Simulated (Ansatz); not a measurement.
Si under load (space group Fd-3m), Ansatz (a first-principles code) with PBE with spin-orbit coupling, rigid bands. Condition of this run: hydrostatic pressure of 10.8 GPa (compression positive) (the target of the relaxation). Band gap 0.37 eV, N_c = 3.03e19 cm⁻³ and N_v = 2.22e19 cm⁻³ at 300 K, conductivity masses of 0.281 mₑ (electrons) and 0.357 mₑ (holes). Take k_BT = 0.02585 eV.

Task: What thermal injection velocity √(2k_BT/πm) limits a ballistic channel?

Result: 1.01e7 cm/s for electrons and 9.00e6 cm/s for holes, a ratio of √(m_h/m_e) = 1.13, for dilute carriers.

Task: A film of it is 5 nm thick. Estimate the confinement energies in an infinite well.

Result: ħ²π²/(2m t²) = 0.376 eV·nm²/(m/mₑ × t²) gives 53.5 meV for electrons and 42.1 meV for holes, so the gap would widen to about 0.47 eV. Finite barriers and nonparabolic bands lower this, and with several valleys or bands the heaviest mass along the normal sets the lowest level, not this average.

Task: Find the intrinsic carrier density and the intrinsic Fermi level.

Result: n_i = √(N_c N_v) exp(−E_g/2k_BT) = 2.59e19 × exp(−7.16) = 2.0e16 cm⁻³. The level lies (k_BT/2) ln(N_v/N_c) = -4 meV from mid-gap (positive towards the conduction band). Each 0.1 eV added to the gap lowers n_i by a factor of 6.9.

Rigid bands with the computed gap; masses take one relaxation time for all states. Geometry: cell and atoms relaxed with PBEsol.
